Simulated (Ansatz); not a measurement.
Input and output of a self-consistent single point for NbP (Imm2, 4 atoms in the cell) (Ansatz, an electronic-structure program).

Method: PBEsol, default PAW files made with PBE (plane waves; Ansatz).

```
NbP
1.0
   -1.68330     1.68330     5.76881
    1.68330    -1.68330     5.76881
    1.68330     1.68330    -5.76881
Nb P
2 2
Direct
  0.75421   0.75421   0.00000
  0.49988   0.99988   0.50000
  0.33275   0.33275   0.00000
  0.08275   0.58275   0.50000
```

Reference input (self-consistent single point, DFT, PBEsol, plane waves, default PAW files made with PBE): basis.ecutwfc = 420 eV; kpoints.mp_grid.grid = 10 10 10; hamiltonian.xc = pbesol; hamiltonian.pseudopotentials = {kind: paw} (the program's default PAW files); scf.occupations.method = gaussian; scf.occupations.width = 0.2 eV. This run's input differs from it in these lines:

Ansatz 0.2 input:
```diff
@@ -13,3 +13,3 @@
 kpoints:
-  mp_grid: { grid: [10, 10, 10] }
+  mp_grid: { grid: [16, 16, 16] }
 hamiltonian:
@@ -18,3 +18,3 @@
 scf:
-  occupations: { method: gaussian, width: 0.2 }
+  occupations: { method: cold, width: 0.01 }
 output:
```

The program printed (abridged):

```
SCF iter   1: F=—  HF=-10475.304940 eV  |F-HF|=—  |Δ(HF+E_count)|=         —  Δρ=8.25e-3  dr2=2.97e-2  ethr=1.77e-3  ⟨swp⟩=6.2  Hψ=70511  notcnv=0
all-band conjugate gradients solve this SCF's bands
preconditioner: auto → Kerker (q_TF=auto, 2.470 Å⁻¹)
SCF iter   2: F=—  HF=-10475.301498 eV  |F-HF|=—  |Δ(HF+E_count)|=   3.44e-3  S|Δr|=    0.00e0  Δρ=4.63e-3  dr2=9.17e-3  ethr=8.26e-5  ⟨swp⟩=2.0  Hψ=21108  notcnv=0  defer=1
SCF iter   3: F=—  HF=-10475.300335 eV  |F-HF|=—  |Δ(HF+E_count)|=   1.16e-3  S|Δr|=    0.00e0  Δρ=6.62e-4  dr2=3.36e-4  ethr=2.55e-5  ⟨swp⟩=2.8  Hψ=24060  notcnv=0  defer=1
SCF iter   4: F=—  HF=-10475.300261 eV  |F-HF|=—  |Δ(HF+E_count)|=   7.36e-5  S|Δr|=    0.00e0  Δρ=1.30e-4  dr2=1.19e-5  ethr=9.33e-7  ⟨swp⟩=2.4  Hψ=18713  notcnv=0  defer=1
SCF iter   5: F=—  HF=-10475.300256 eV  |F-HF|=—  |Δ(HF+E_count)|=   5.62e-6  S|Δr|=    0.00e0  Δρ=2.23e-5  dr2=4.74e-7  ethr=3.30e-8  ⟨swp⟩=2.2  Hψ=19262  notcnv=0  defer=1
SCF iter   6: F=-10475.300256 eV  HF=-10475.300256 eV  |F-HF|=1.25e-8  |Δ(HF+E_count)|=   5.31e-8  S|Δr|=    0.00e0  Δρ=5.08e-6  dr2=2.61e-8  ethr=2.78e-10  ⟨swp⟩=5.0  Hψ=55953  notcnv=0
SCF 1 converged in 6 iterations: F = -10475.300256 eV  dr2 = 2.61e-8
Stability not checked (fill_not_monotonic)
Free energy (F): -10475.300256 eV
Internal energy: -10475.300248 eV  (E = F + TS)
E sigma→0 (E₀):  -10475.300253 eV
Entropy (-TS):   -0.000007 eV (-0.002 meV/atom)
Fermi energy:    14.479799 eV
--- Forces (eV/Å), atoms counted from 1 ---
  atom   1  Nb     0.00000000     0.00000000    -0.71991442
  atom   2  Nb     0.00000000     0.00000000     0.23502399
  atom   3  P      0.00000000     0.00000000     0.25940599
  atom   4  P      0.00000000     0.00000000     0.22549816
--- Stress (GPa, compression-positive) ---
       -8.226700       0.000000       0.000000
        0.000000      -9.041069       0.000000
        0.000000       0.000000      -9.417385
  P = ⅓ Tr σ = -8.8951 GPa (-88.951 kbar)
  The stress holds the Pulay correction. Without it, at fixed plane waves, as pw.x and ABINIT print it: P = -8.9209 GPa
```

The run converged in 6 iterations. Against the reference run the free energy stays essentially unchanged (within 1 meV/atom), the pressure hardly changes (-8.85 to -8.90 GPa) and the largest force goes from 0.710 to 0.720 eV/Å.

The starting cell comes from a database of computed structures (which also holds hypothetical and non-ambient phases and stackings), without a prior relaxation at this level. Its lattice was rescaled by up to half a per cent. One atom was moved a little off its site on purpose. Spin polarisation is off. With a pressure of about -9 GPa the cell is away from its equilibrium volume at this level. Ansatz's pressure includes its estimate of the finite-basis (Pulay) stress.

Cost on one core of a shared machine: roughly 70 s.
